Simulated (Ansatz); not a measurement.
For Mg (Im-3m, No. 229, 1 atom in the cell; start mp-110; another form than the element's usual one), LDA (PAW; Ansatz, a program for electronic structure) gives:

```
Property                               Value
------------------------------  ------------
equilibrium lattice constant a       3.508 Å
bulk modulus                        38.7 GPa
cohesive energy                 1.74 eV/atom
```

Q: What does r²SCAN (plane waves, PAW; Ansatz) give for the same quantities?

A: 
- lattice constant a: 3.558 Å (grows by 1.4 %)
- bulk modulus: 38.8 GPa (hardly moves)
- cohesive energy: 1.68 eV/atom (shrinks by 0.06 eV/atom)

Changes are worked out from the printed values.

Unless a cell is named, each level is at its own relaxed cell (LDA 21.59, r²SCAN 22.52 Å³/atom).

Caveats: the bulk modulus is −V dP/dV from two relaxed cells at ±2 % in volume (LDA, r²SCAN); the relaxation could not lower the start's symmetry, so the cell can be a saddle point above a distorted one (LDA, r²SCAN). Ansatz's density-functional and Hartree–Fock values are scalar-relativistic unless marked +SOC, with PAW data made under PBE.

A start named mp-… is a Materials Project structure, which need not be a measured phase.
